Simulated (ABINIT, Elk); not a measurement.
An Elk input for a self-consistent single point of SrGe2Ru2 (I4/mmm, 5 atoms in the cell) (DFT, LDA (PW92), all-electron FP-LAPW, Elk's shipped species files, default APW+lo basis):

```
tasks
  0

xctype
  3

rgkmax
  7.0

rmtscf
  0.86

stype
  0

swidth
  0.00183747

scale
  1.889726125

avec
   -2.1524130000    2.1524130000    5.1469730000
    2.1524130000   -2.1524130000    5.1469730000
    2.1524130000    2.1524130000   -5.1469730000

sppath
  './'

atoms
  3   : nspecies
  'Sr.in'   : spfname
  1   : natoms; atposl, bfcmt below
  0.0000000000  0.0000000000  0.0000000000    0.0 0.0 0.0
  'Ge.in'   : spfname
  2   : natoms; atposl, bfcmt below
  0.6421800000  0.6421800000  0.0000000000    0.0 0.0 0.0
  0.3578200000  0.3578200000  0.0000000000    0.0 0.0 0.0
  'Ru.in'   : spfname
  2   : natoms; atposl, bfcmt below
  0.7500000000  0.2500000000  0.5000000000    0.0 0.0 0.0
  0.2500000000  0.7500000000  0.5000000000    0.0 0.0 0.0

ngridk
  6 6 6
```

Problem. Translate this input to ABINIT.

Solution. This is the input that was run; spellings and numerical settings could be chosen otherwise.

```
# Sr(GeRu)2, PseudoDojo nc-sr-04 LDA standard
pp_dirpath "./"
pseudos "Sr.upf, Ge.upf, Ru.upf"
acell 5.9797236147 5.9797236147 5.9797236147 Angstrom
rprim
        -0.3599519206    0.3599519206    0.8607376079
         0.3599519206   -0.3599519206    0.8607376079
         0.3599519206    0.3599519206   -0.8607376079
natom 5
ntypat 3
znucl 38 32 44
typat 1 2 2 3 3
xred
         0.0000000000    0.0000000000    0.0000000000
         0.6421800000    0.6421800000    0.0000000000
         0.3578200000    0.3578200000    0.0000000000
         0.7500000000    0.2500000000    0.5000000000
         0.2500000000    0.7500000000    0.5000000000
ecut 44
occopt 7
tsmear 0.00183747
nband 45
kptopt 1
ngkpt 6 6 6
nshiftk 1
shiftk 0 0 0
nstep 60
tolvrs 1.0e-11
prtwf 0
prtden 0
enunit 1
```

Basis, cutoffs, solver keys and any potentials are the target program's own. This input uses DFT, LDA (PW92), plane waves, norm-conserving pseudopotentials (PseudoDojo nc-sr-04 LDA standard). LDA parametrisations can differ slightly between programs.

The starting cell comes from a database of computed structures (which also holds hypothetical and non-ambient phases and stackings), without a prior relaxation at this level. Its lattice was rescaled by a random factor within 2.5 % of one.
